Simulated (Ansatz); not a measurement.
## Response to strain in GaAs

Consider GaAs in the zinc blende structure (space group F-43m, No. 216; a = 5.6667 Å).

Strains are applied to the cell and any free atomic positions relax.

Level of theory: r2SCAN (Ansatz, an electronic-structure program), without spin-orbit coupling.

```json
[
 {"isotropic strain (%)": "0", "band gap (eV)": "0.96"},
 {"isotropic strain (%)": "0.5", "band gap (eV)": "0.84"},
 {"isotropic strain (%)": "1", "band gap (eV)": "?"},
 {"isotropic strain (%)": "1.5", "band gap (eV)": "0.61"},
 {"isotropic strain (%)": "2", "band gap (eV)": "0.49"},
 {"isotropic strain (%)": "2.5", "band gap (eV)": "0.38"},
 {"isotropic strain (%)": "3", "band gap (eV)": "0.27"}
]
```

Question: Fit E_g = E₀ + Dε (ε in %) to the rows shown and predict the withheld row.

Answer: Least squares on the printed values gives E₀ = 0.96 eV, D = -230 meV per % of strain (largest residual 0.01 eV); this predicts 0.73 eV, and the run gives 0.72 eV, in agreement.

No phonon test of stability was made. A zero or small gap of GaAs under isotropic strain +3.00 % can be the functional's error rather than a property of the material.
